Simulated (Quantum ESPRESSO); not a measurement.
**Sensitivity of a calculation on LaMg₆Al (Amm2, 8 atoms in the cell) to its settings**

```
LaMg6Al
1.0
    5.06509     0.00000     0.00000
    0.00000     3.34921     5.78582
    0.00000    -3.34921     5.78582
La Mg Al
1 6 1
Direct
  0.50000   0.67362   0.67362
  0.00000   0.31518   0.84160
  0.00000   0.84160   0.31518
  0.00000   0.33268   0.33268
  0.50000   0.16011   0.67823
  0.50000   0.67823   0.16011
  0.50000   0.16365   0.16365
  0.00000   0.83494   0.83494
```

Base run A: Quantum ESPRESSO 7.5 with LDA (PZ), GBRV 1.5 ultrasoft (LDA) pseudopotentials, self-consistent single point.

Its settings: ecutwfc = 40 Ry; ecutrho = 200 Ry; occupations = smearing; smearing = marzari-vanderbilt; degauss = 0.0147 Ry; potentials = {La: la_lda_v1.uspp.F.UPF, Mg: mg_lda_v1.4.uspp.F.UPF, Al: al_lda_v1.uspp.F.UPF}; K_POINTS = automatic 4 3 3 0 0 0; conv_thr = 1e-11 Ry.

The starting cell comes from a database of computed structures (which also holds hypothetical and non-ambient phases and stackings), without a prior relaxation at this level.

ΔF is the free energy per atom less that of run A. 

Runs:
- B: degauss: 0.0147 Ry → 0.002205 Ry
- C: degauss: 0.0147 Ry → 0.000146997 Ry
- D: degauss: 0.0147 Ry → 0.02205 Ry
- E: conv_thr: 1e-11 Ry → 0.0073 Ry
- F: ecutwfc: 40 Ry → 16 Ry; ecutrho: 200 Ry → 80 Ry
- G: ecutrho: 200 Ry → 400 Ry
- H: K_POINTS: automatic 4 3 3 0 0 0 → automatic 3 3 3 0 0 0
- I: mixing_beta: default → 0.5; mixing_mode: default → TF

```
run  ΔF (meV/atom)  pressure (GPa)  largest force (eV/Å)  k-points
---  -------------  --------------  --------------------  --------
A             0.00           -1.94                 0.081        12
B            -1.18           -1.93                 0.092        12
C            -1.26           -1.94                 0.096        12
D            -0.35           -1.96                 0.072        12
E             0.88           -1.44                 0.463        12
F          17813.2         -416.62                 0.254        12
G             0.02           -1.94                 0.081        12
H              9.6           -1.93                 0.087         8
I             0.00           -1.94                 0.081        12
```

Run C against A: The free energy drops by 1.3 meV/atom, the pressure stays at -1.94 GPa and the largest force goes from 0.081 to 0.096 eV/Å.

Run F against A: The free energy goes up by 17.8 eV/atom, the pressure goes from -1.94 to -416.6 GPa and the largest force goes from 0.081 to 0.254 eV/Å.
